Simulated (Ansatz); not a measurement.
MgS (Fm-3m), PBE with spin-orbit coupling, rigid bands (Ansatz, a quantum-chemistry and plane-wave program): Condition of this run: functional PBE, cell relaxed with it. band gap 2.73 eV, N_c = 1.67e19 cm⁻³ and N_v = 9.87e19 cm⁻³ at 300 K, conductivity masses of 0.355 mₑ (electrons) and 1.25 mₑ (holes). Take k_BT = 0.02585 eV.

Problem. What thermal injection velocity √(2k_BT/πm) limits a ballistic channel?

Solution. 9.03e6 cm/s for electrons and 4.81e6 cm/s for holes, a ratio of √(m_h/m_e) = 1.88, for dilute carriers.

Problem. Find the intrinsic carrier density and the intrinsic Fermi level.

Solution. n_i = √(N_c N_v) exp(−E_g/2k_BT) = 4.06e19 × exp(−52.80) = 4.8e-4 cm⁻³. The level lies (k_BT/2) ln(N_v/N_c) = 23 meV from mid-gap (positive towards the conduction band). Each 0.1 eV added to the gap lowers n_i by a factor of 6.9.

Problem. A film of it is 2 nm thick. Estimate the confinement energies in an infinite well.

Solution. ħ²π²/(2m t²) = 0.376 eV·nm²/(m/mₑ × t²) gives 265 meV for electrons and 75.2 meV for holes, so the gap would widen to about 3.07 eV. Finite barriers and nonparabolic bands lower this, and with several valleys or bands the heaviest mass along the normal sets the lowest level, not this average.

Rigid, parabolic bands with the computed gap; masses take one relaxation time for all states.
